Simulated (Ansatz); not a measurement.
System: interstitial Ga in wurtzite GaN (charge state +1). All values below come from PBE, PAW (plane waves to 420 eV; Ansatz, an electronic-structure program).

Settings: 72 host sites, the relaxed PBE lattice, one k-point at (0.125, 0.250, 0.250), smearing 0.01 eV, spin-restricted, no image-charge correction. No zero-point or tunnelling terms. The charge state is imposed; whether it is stable for some Fermi level was not computed. Sites that were not tried may lie lower.

Barriers: single points on a 2×2×2 k-point mesh shifted by half a step along c at the bands' geometries (they differ from the bands' own by up to 0.06 eV, and are uncertain by about as much).

Relaxed starting cell (atoms counted from 1):

```
CELL_PARAMETERS angstrom
      9.65543     0.00000     0.00000
     -4.82771     8.36185     0.00000
      0.00000     0.00000    10.48619
ATOMIC_POSITIONS crystal
  Ga 0.22364 0.10467 0.23250
  Ga 0.21422 0.08666 0.77514
  Ga 0.22413 0.45240 0.23255
  Ga 0.21515 0.46178 0.77518
  Ga 0.22176 0.77747 0.25164
  Ga 0.22046 0.77708 0.74703
  Ga 0.55655 0.11007 0.24843
  Ga 0.55519 0.10951 0.74815
  Ga 0.55643 0.44491 0.24710
  Ga 0.56182 0.44782 0.75405
  Ga 0.55645 0.77991 0.24843
  Ga 0.55576 0.78000 0.74850
  Ga 0.88544 0.10930 0.24086
  Ga 0.88443 0.10915 0.75529
  Ga 0.88696 0.44443 0.25021
  Ga 0.88575 0.44305 0.74850
  Ga 0.88679 0.77578 0.25017
  Ga 0.88565 0.77611 0.74876
  Ga 0.27778 0.30597 0.62239
  Ga 0.10829 0.22174 0.99251
  Ga 0.11091 0.55633 0.49595
  Ga 0.10545 0.56112 0.00297
  Ga 0.11081 0.88986 0.49577
  Ga 0.10540 0.87938 0.00301
  Ga 0.44473 0.21893 0.48677
  Ga 0.44945 0.22357 0.00125
  Ga 0.44509 0.56111 0.48753
  Ga 0.44961 0.56109 0.00127
  Ga 0.44434 0.88971 0.49839
  Ga 0.44286 0.88905 0.99824
  Ga 0.78120 0.22386 0.49822
  Ga 0.77542 0.22310 0.99991
  Ga 0.77714 0.55611 0.49810
  Ga 0.77728 0.55606 0.99995
  Ga 0.78130 0.89237 0.49840
  Ga 0.77554 0.88755 0.99985
  N  0.22466 0.09916 0.41680
  N  0.22384 0.10446 0.95536
  N  0.22576 0.46170 0.41702
  N  0.22404 0.45466 0.95549
  N  0.22254 0.77888 0.43938
  N  0.22146 0.77835 0.93440
  N  0.55913 0.11108 0.43699
  N  0.55493 0.11104 0.93518
  N  0.55685 0.44596 0.43499
  N  0.55468 0.44480 0.93850
  N  0.55940 0.78339 0.43684
  N  0.55487 0.77902 0.93571
  N  0.88916 0.11189 0.43159
  N  0.88116 0.10829 0.94344
  N  0.88819 0.44525 0.43834
  N  0.88650 0.44439 0.93584
  N  0.88809 0.77783 0.43819
  N  0.88654 0.77704 0.93616
  N  0.11137 0.22234 0.18608
  N  0.11497 0.22437 0.75247
  N  0.10605 0.55894 0.18650
  N  0.10791 0.55501 0.68648
  N  0.10576 0.87991 0.18642
  N  0.10754 0.88631 0.68637
  N  0.44959 0.22380 0.18646
  N  0.43544 0.22046 0.68768
  N  0.44976 0.55923 0.18639
  N  0.43657 0.54997 0.68893
  N  0.44310 0.88829 0.18665
  N  0.44262 0.88823 0.68630
  N  0.77704 0.22369 0.18708
  N  0.77724 0.22124 0.68633
  N  0.77718 0.55510 0.18707
  N  0.77628 0.55493 0.68629
  N  0.77690 0.88661 0.18686
  N  0.77755 0.88978 0.68686
  Ga 0.11786 0.22697 0.44459
```
Cell charge +1.

End state 1 differs by these moves (Å; atoms that move under 0.08 Å are left out):

```
atom  element     Δx     Δy     Δz
----  -------  -----  -----  -----
1          Ga  -0.05   0.03   0.15
2          Ga  -0.05   0.14  -0.22
3          Ga  -0.05  -0.10   0.00
4          Ga  -0.05  -0.10   0.00
9          Ga   0.06  -0.03  -0.15
10         Ga   0.15   0.02   0.22
19         Ga   0.40   0.68   0.00
20         Ga   0.00  -0.04   0.09
24         Ga   0.00   0.08  -0.03
27         Ga   0.01  -0.11  -0.45
28         Ga  -0.03  -0.03  -0.09
34         Ga   0.07   0.04   0.03
37          N  -0.09   0.08   0.19
38          N  -0.06   0.06  -0.18
39          N  -0.10  -0.18   0.00
40          N  -0.06  -0.10   0.00
45          N   0.12  -0.04  -0.19
46          N   0.08  -0.02   0.18
48          N   0.00   0.05   0.08
50          N   0.05   0.02  -0.08
56          N  -0.01   0.04  -0.67
61          N  -0.04  -0.07   0.00
62          N   0.05   0.08   0.00
64          N   0.04   0.00   0.67
73         Ga  -0.09  -0.05   0.45
```

What forward and backward barriers to end state 1 does PBE, PAW give?

forward 0.16 eV, backward 0.16 eV; at the saddle point atom 19 has neighbours Ga at 2.37, Ga at 2.40, Ga at 2.42, Ga at 2.51, Ga at 2.53, Ga at 2.54; N at 2.02, N at 2.05, N at 2.06 Å. The saddle point's order was not checked, and it lies on a symmetry element of the cell, where a band can be held.
